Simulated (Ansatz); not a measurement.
A relaxation of cell and atoms of SrCo2Si2 (I4/mmm, 5 atoms in the cell) with Ansatz (a program for electronic structure).

Computed with PBEsol, PAW files made with PBE (plane waves; Ansatz).

```
Sr(CoSi)2
1.0
   -1.95286     1.95286     5.43442
    1.95286    -1.95286     5.43442
    1.95286     1.95286    -5.43442
Sr Co Si
1 2 2
Direct
  0.00000   0.00000   0.00000
  0.75000   0.25000   0.50000
  0.25000   0.75000   0.50000
  0.64892   0.64892   0.00000
  0.35108   0.35108   0.00000
```

Reference input (self-consistent single point, DFT, PBEsol, plane waves, PAW files made with PBE): kpoints.mp_grid.grid = 9 9 9; hamiltonian.xc = pbesol; hamiltonian.pseudopotentials = {kind: paw} (the program's default PAW files); scf.occupations.method = fermi_dirac; scf.occupations.width = 0.1 eV. This run's input differs from it in these lines:

```diff
@@ -18,2 +18,4 @@
   occupations: { method: fermi_dirac, width: 0.1 }
+relax:
+  cell: {}
 output:
```

Output (repeated stretches shortened):

```
   [... SCF lines of the steps left out ...]
relax step   1: F+E_penalty+E_count = -14924.12505396 eV  Δ(F+E_penalty+E_count) = +0.000e0 eV  max|allowed force component| = 1.528e-1 eV/Å  Δτ_max = 0.0000 Å  P = -1.943 GPa  Ω = 82.900 Å³  (10 SCF iters, dr2 threshold 1.00e-7 eV, accepted)
relax step   2: F+E_penalty+E_count = -14924.15808851 eV  Δ(F+E_penalty+E_count) = -3.303e-2 eV  max|allowed force component| = 1.007e-1 eV/Å  Δτ_max = 0.0500 Å  P = +0.778 GPa  Ω = 79.536 Å³  energy of the carried Pulay correction = +7.212e-4 eV  [...]
   [... lines left out ...]
relax step   5: F+E_penalty+E_count = -14924.16218521 eV  Δ(F+E_penalty+E_count) = -1.612e-5 eV  max|allowed force component| = 5.123e-4 eV/Å  Δτ_max = 0.0004 Å  P = +0.005 GPa  Ω = 79.500 Å³  energy of the carried Pulay correction = +7.290e-4 eV  [...]
relax step   6: F+E_penalty+E_count = -14924.16154082 eV  Δ(F+E_penalty+E_count) = +6.444e-4 eV  max|allowed force component| = 5.078e-4 eV/Å  Δτ_max = 0.0000 Å  P = +0.004 GPa  Ω = 79.500 Å³  stress off target by 3.90e-3 GPa  SCF on the basis [...]
basis re-selected at this cell: Δ(F+E_penalty+E_count) = +6.444e-4 eV, ΔP = -0.002 GPa vs the last step
the relaxation is at rest under the 16 symmetry operations that the run kept from its start: a minimum is not shown …
Free energy (F): -14924.161541 eV
Internal energy: -14924.082802 eV  (E = F + TS)
E sigma→0 (E₀):  -14924.122171 eV
Entropy (-TS):   -0.078739 eV (-15.748 meV/atom)
Fermi energy:    12.100803 eV
--- Forces (eV/Å), atoms counted from 1 ---
  atom   1  Sr     0.00000000    -0.00000000     0.00000000
   [... lines left out ...]
  cell:  # Å, volume = 79.5004 Å³
   [... lines left out ...]
  atoms:
    - { symbol: Sr, position: [9.277061288211515e-20, 9.277061288211524e-20, 1.5386416024691472e-34] }
    - { symbol: Co, position: [0.75, 0.25000000000000006, 0.5] }
    - { symbol: Co, position: [0.25000000000000006, 0.75, 0.5] }
    - { symbol: Si, position: [0.6428477002695968, 0.6428477002695968, 1.1215739585404487e-35] }
    - { symbol: Si, position: [0.35715229973040336, 0.35715229973040336, 4.987468865907016e-35] }
```

The run converged.  The full log also holds: “iter 4 did not close the SCF: its close was put off for the readings that it lacked (scf_convergence_deferred on its scf_iter line)”. The full log also holds: “iter 5 did not close the SCF: its close was put off for the readings that it lacked (scf_convergence_deferred on its scf_iter line)”.

Summary of the result:
| Item | Result |
|---|---|
| Free energy E − TS (on the zero of these files) | -14924.1615 eV |
| Fermi level (on the code's own zero) | 12.10 eV |
| Pressure | 0.00 GPa |
| Final cell | a = b = c = 5.9018 Å, α = β = 141.37°, γ = 55.77° |
| Final volume per atom | 15.90 Å³ |
| Relaxation steps | 6 |

The starting cell comes from a database of computed structures (which also holds hypothetical and non-ambient phases and stackings), without a prior relaxation at this level. Spin polarisation is off. The relaxation keeps the symmetry of its start, so its end need not be a minimum. Ansatz's pressure includes its estimate of the finite-basis (Pulay) stress.

Cost on one core of a shared machine: roughly 70 s.

Keys are those of Ansatz 0.2.
